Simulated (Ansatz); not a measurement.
The parent structure is Hf in the hcp (Mg type) structure (space group P6_3/mmc, No. 194; relaxed with 0.1 eV smearing).

```xyz
2
Lattice="3.1581 0.0000 0.0000 -1.5791 2.7350 0.0000 0.0000 0.0000 5.0045" Properties=species:S:1:pos:R:3 pbc="T T T"
Hf     1.5791     0.9117     3.7534
Hf     0.0000     1.8233     1.2511
```

Cartesian axes are those of the cell as printed.

The values are results of Ansatz (an electronic-structure program), PBEsol, PAW, cutoff 420 eV, without spin-orbit coupling, not measurements.

Perturbation: a pure shear with ε_xz = ε_zx = 0.0029, atoms relaxed at fixed cell.

Task: Estimate the effect on the stress.

Result: The stress (xx, yy, zz, yz, xz, xy; compression positive) comes out as (0.0, 0.0, 0.0, 0.0, -0.3, 0.0) GPa.

The cells carry an imposed strain or load. No phonon test of stability was made. The final runs are not spin-polarised.
